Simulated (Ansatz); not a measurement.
Take Cs$_{2}$AgBiBr$_{6}$ (space group Fm-3m, No. 225; a = 11.3430 Å) as the base. Axes: x, y, z lie along the cube axes.

Level of theory: r2SCAN (Ansatz, a program for electronic structure; PAW; 500 eV plane waves; no spin-orbit coupling).

Base values:

| Quantity | Value |
|---|---|
| Band gap | 1.67 eV |
| Shortest interatomic distance | 2.814 Å |

The change: uniaxial strain ε_zz = −3.52 %, all other strain components held at zero, atoms relaxed at fixed cell.

Problem. Estimate the effect on the band gap.

Solution. The band gap drops by 0.22 eV (1.67 eV → 1.45 eV).

Problem. Predict the new largest internal atomic displacement.

Solution. The largest internal atomic displacement amounts to 0.048 Å.

Problem. What happens to the shortest interatomic distance?

Solution. The shortest interatomic distance shrinks by 0.1468 Å (2.814 Å → 2.668 Å).

Spin-orbit coupling, missing from the scalar runs, can matter with Bi. Whether these cells are dynamically stable was not tested.
